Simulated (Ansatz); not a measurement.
Consider CuI in the zinc blende structure (space group F-43m, No. 216; a = 6.0793 Å).

All numbers come from plane-wave PAW DFT at the PBE level (Ansatz, a quantum-chemistry and plane-wave program, 420 eV), spin-orbit coupling left out.

For the base:

| Item | Result |
|---|---|
| Electron mass | 0.15 mₑ (at Γ) |
| Band gap | 1.10 eV |

One thing is altered: every lattice vector is stretched by 2.50 %, atoms relaxed at fixed cell.

What happens to the electron mass?

The electron mass stays 0.15 mₑ (at Γ).

How does this affect the band gap?

The band gap falls by 0.18 eV, from 1.10 eV to 0.92 eV.

Spin-orbit coupling, missing from the scalar runs, can matter with I. The cells carry an imposed strain or load. Masses are band curvatures over ±0.01 Å⁻¹ around the edge. Stability against distortions was not tested. All final runs are without spin polarisation.
